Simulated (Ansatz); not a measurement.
# A computed series for Re: response to strain

Take Re in the hcp (Mg type) structure (space group P6_3/mmc, No. 194; a = 2.7764 Å, c = 4.4809 Å; relaxed with 0.1 eV smearing) as the base.

Strains are applied to the cell and any free atomic positions relax.

All numbers come from DFT with PBE, PAW potentials and a 420 eV plane-wave cutoff in Ansatz (a program for electronic structure), scalar-relativistic without spin-orbit coupling.

Candidates:
(a) isotropic strain −0.50 %
(b) isotropic strain +3.00 %
(c) isotropic strain −1.50 %

Notes on the quantities. energy relative to the base: free energy F.

Task: Order them by energy relative to the base, highest first.

Result: (b) isotropic strain +3.00 % (+124 meV/atom), (c) isotropic strain −1.50 % (+36 meV/atom), (a) isotropic strain −0.50 % (+3.9 meV/atom)

No phonon test of stability was made. All final runs are without spin polarisation.
